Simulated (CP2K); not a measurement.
Input and output of a self-consistent single point for KCaCl3 (Cm, 5 atoms in the cell) (CP2K).

Computed with PBEsol, GPW, DZVP-MOLOPT-SR-GTH basis, GTH-PBE potentials (GTH_POTENTIALS) (CP2K).

```
KCaCl3
1.0
    5.40737     0.00000     0.00000
   -0.00205     5.40737     0.00000
   -0.00037    -0.00037     5.40652
K Ca Cl
1 1 3
Direct
  0.99805   0.99805   0.99998
  0.49789   0.49789   0.48521
  0.49552   0.99942   0.48278
  0.99942   0.49552   0.48278
  0.50729   0.50729   0.98514
```

Reference input (self-consistent single point, DFT PBEsol, GPW, DZVP-MOLOPT-SR-GTH basis, GTH-PBE potentials (GTH_POTENTIALS)): CUTOFF = 500 Ry; REL_CUTOFF = 60 Ry; KPOINTS/SCHEME = MONKHORST-PACK 3 3 3; XC_FUNCTIONAL = PBE:PBESOL; K/BASIS_SET = DZVP-MOLOPT-SR-GTH-q9; K/POTENTIAL = GTH-PBE-q9; Ca/BASIS_SET = DZVP-MOLOPT-SR-GTH-q10; Ca/POTENTIAL = GTH-PBE-q10; Cl/BASIS_SET = DZVP-MOLOPT-SR-GTH-q7; Cl/POTENTIAL = GTH-PBE-q7; METHOD = GPW; EPS_DEFAULT = 1e-10. This run's input differs from it in these lines:

```diff
@@ -36,3 +36,4 @@
     &KPOINTS
-      SCHEME MONKHORST-PACK 3 3 3
+      SCHEME MONKHORST-PACK 4 4 4
+      GAMMA_CENTERED T
     &END KPOINTS
```

Output, abridged:

```
 SCF WAVEFUNCTION OPTIMIZATION

  Step     Update method      Time    Convergence         Total energy    Change
     1 NoMix/Diag. 0.30E+00      -     1.94294139      -109.9791525202 -1.10E+02
     2 Broy./Diag. 0.30E+00      -     0.01412274      -108.9003209669  1.08E+00
     3 Broy./Diag. 0.30E+00      -     0.05468849      -109.4921465948 -5.92E-01
     4 Broy./Diag. 0.30E+00      -     0.00625251      -110.0368666692 -5.45E-01
     5 Broy./Diag. 0.30E+00      -     0.00688292      -110.0461479710 -9.28E-03
     6 Broy./Diag. 0.30E+00      -     0.01060929      -109.9956718875  5.05E-02
   [... 10 lines left out ...]
    17 Broy./Diag. 0.30E+00      -     0.00000249      -110.0081092715  3.21E-05
    18 Broy./Diag. 0.30E+00      -     0.00000036      -110.0080967148  1.26E-05
    19 Broy./Diag. 0.30E+00      -     0.00000034      -110.0080936486  3.07E-06
    20 Broy./Diag. 0.30E+00      -     0.00000005      -110.0080931767  4.72E-07
  *** SCF run converged in    20 steps ***

  Overlap energy of the core charge distribution:               0.00000000000000
  Self energy of the core charge distribution:               -230.59749661704612
  Core Hamiltonian energy:                                     53.59705352444738
  Hartree energy:                                              85.03058238708421
  Exchange-correlation energy:                                -18.03823247117043

  Total energy:                                              -110.00809317668497

 ENERGY| Total FORCE_EVAL ( QS ) energy [hartree]           -110.008094126042607

 FORCES| Atomic forces [hartree/bohr]
 FORCES|   Atom     x               y               z               |f|
 FORCES|      1 -1.83759606E-04 -1.83829327E-04  3.98620250E-04   4.75876998E-04
   [... lines left out ...]

 STRESS| Analytical stress tensor [bar]
 STRESS|                        x                   y                   z
 STRESS|      x       -1.04694979556E+04  -3.21618704503E+00   1.39244017406E+01
 STRESS|      y       -3.21618704503E+00  -1.04695271191E+04   1.39275729983E+01
 STRESS|      z        1.39244017406E+01   1.39275729983E+01  -1.05065810100E+04
 STRESS| 1/3 Trace                                            -1.04818686949E+04
```

The run converged in 20 iterations. Against the reference run the free energy hardly moves (within 1 meV/atom), the pressure moves little (-1.04 to -1.05 GPa), the largest force hardly changes (0.053 to 0.054 eV/Å) and the gap on the mesh goes from 4.728 to 4.592 eV.

The starting cell comes from a database of computed structures (which also holds hypothetical and non-ambient phases and stackings), without a prior relaxation at this level. Values carry the incompleteness of an atom-centred basis. The potentials were made for another functional than the one used.
